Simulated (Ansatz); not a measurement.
Take a 12-atom supercell of Ca in the fcc (Cu type) structure (space group Fm-3m, No. 225) at its relaxed geometry as the base.

```yaml
crystal:
  lattice:
    - [0.00000, 5.56846, 5.56846]
    - [5.56846, -5.56846, 5.56846]
    - [5.56846, 5.56846, 0.00000]
  atoms:
    - { symbol: Ca, position: [0.00000, 0.00000, 0.00000] }
    - { symbol: Ca, position: [0.00000, 0.00000, 0.50000] }
    - { symbol: Ca, position: [0.16667, 0.33333, 0.16667] }
    - { symbol: Ca, position: [0.16667, 0.33333, 0.66667] }
    - { symbol: Ca, position: [0.33333, 0.66667, 0.33333] }
    - { symbol: Ca, position: [0.33333, 0.66667, 0.83333] }
    - { symbol: Ca, position: [0.50000, 0.00000, 0.00000] }
    - { symbol: Ca, position: [0.50000, 0.00000, 0.50000] }
    - { symbol: Ca, position: [0.66667, 0.33333, 0.16667] }
    - { symbol: Ca, position: [0.66667, 0.33333, 0.66667] }
    - { symbol: Ca, position: [0.83333, 0.66667, 0.33333] }
    - { symbol: Ca, position: [0.83333, 0.66667, 0.83333] }
```

The values are results of r2SCAN (Ansatz, a program for electronic structure; PAW; 500 eV plane waves; spin-orbit coupling left out), not measurements.

One neutral defect a cell, atoms relaxed at fixed cell.

One change was made to it. Results:

```json
[
 {"quantity": "pressure", "base": "0.0 GPa", "after": "1.2 GPa"},
 {"quantity": "largest displacement of a host atom from its site in the perfect cell", "base": "–", "after": "0.18 Å"}
]
```

Question: Name the change that was made.
A) H interstitial (started 2.78 Å from the nearest host atom)
B) Li interstitial (started 2.78 Å from the nearest host atom)
C) Sc on a Ca site
D) H interstitial (started 2.41 Å from the nearest host atom), symmetric start

Answer: B, Li interstitial (started 2.78 Å from the nearest host atom). For comparison, the pressure in the other runs: H interstitial (started 2.78 Å from the nearest host atom) gives -0.5 GPa; H interstitial (started 2.41 Å from the nearest host atom), symmetric start gives 0.0 GPa; Sc on a Ca site gives -0.9 GPa.

In so small a cell the defect repeats every few ångströms: this is an ordered compound, not a dilute defect. Defects with a symmetric start kept the site's symmetry and may sit on a saddle; the others started slightly shaken. The final runs are not spin-polarised.
